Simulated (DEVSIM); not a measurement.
System: illuminated Si n-on-p cell, one wavelength, at 350 K.

Layer 1 from the left is Si, thickness (μm) 0.0740, Nd (cm⁻³) 5.2e18, τn (s) 2.3e-6, τp (s) 1.1e-7, absorption coefficient (cm⁻¹) 39000. Layer 2 from the left is Si, thickness (μm) 27.0, Na (cm⁻³) 1e17, τn (s) 2.7e-7, τp (s) 2.7e-6, absorption coefficient (cm⁻¹) 39000.

Left contact: ohmic, minority hole recombination velocity 10000 cm/s. Right contact: ohmic, minority electron recombination velocity 20 cm/s. Voltage is applied to the left contact. Recombination: SRH at mid-gap, radiative, Auger. Light enters at the left, 2.3e17 photons cm⁻² s⁻¹, one pass, no reflection. Mobility is μmin + (μ − μmin)/(1 + (N/Nref)^α).

The device is made up for the run: typed textbook-type constants, with dimensions and the other settings drawn at random. Values at 300 K; Nc and Nv go as T^1.5, mobilities as T to minus their exponent, the gap by Varshni's rule with the affinity fixed.

Si: gap (eV) 1.124, affinity (eV) 4.05, permittivity 11.7, Nc (cm⁻³) 2.86e19, Nv (cm⁻³) 3.1e19, μn (cm²/Vs) 1417, μp (cm²/Vs) 470, μn,min 52, μp,min 45, Nref,n 9.7e16, Nref,p 2.2e17, αn 0.68, αp 0.72, T exponent of μn 2.3, T exponent of μp 2.2, B (cm³/s) 4.7e-15, Cn (cm⁶/s) 2.8e-31, Cp (cm⁶/s) 9.9e-32, Varshni α (eV/K) 0.000473, Varshni β (K) 636.

Simulated with DEVSIM: 1D drift-diffusion, Boltzmann statistics, complete ionisation; no tunnelling, impact ionisation, image-force lowering or self-heating.

Task: What does the simulation give for the share of generated pairs collected at short circuit, the potential step across the device at zero bias, the dark forward voltage at 1 A/cm²?

Result: share of generated pairs collected at short circuit 0.989; potential step across the device at zero bias 0.872 V; dark forward voltage at 1 A/cm² 0.614 V.
